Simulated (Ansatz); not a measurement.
Consider Hf in the hcp (Mg type) structure (space group P6_3/mmc, No. 194; a = 3.158 Å, c = 5.004 Å; relaxed with 0.1 eV smearing). Axes: x lies along a and z along c of the hexagonal cell.

Calculations: PBEsol (Ansatz, an electronic-structure program; PAW; 420 eV plane waves; without spin-orbit coupling), earlier PAW set.

Before the change:

| Quantity | Value |
|---|---|
| Shortest interatomic distance | 3.096 Å |

Perturbation: tensile biaxial strain of 0.93 % in the plane normal to [001], as in epitaxy on a mismatched substrate; the out-of-plane cell vector and the atoms relax.

Problem. What does the calculation give for the out-of-plane strain after the change?

Solution. The out-of-plane strain amounts to -0.64 %.

Problem. How does this affect the in-plane stress?

Solution. The mean in-plane stress (compression positive) comes out as -1.9 GPa.

Problem. Predict the new shortest interatomic distance.

Solution. The shortest interatomic distance drops by 0.003 Å (3.096 Å → 3.093 Å).

No phonon test of stability was made. All final runs are without spin polarisation.
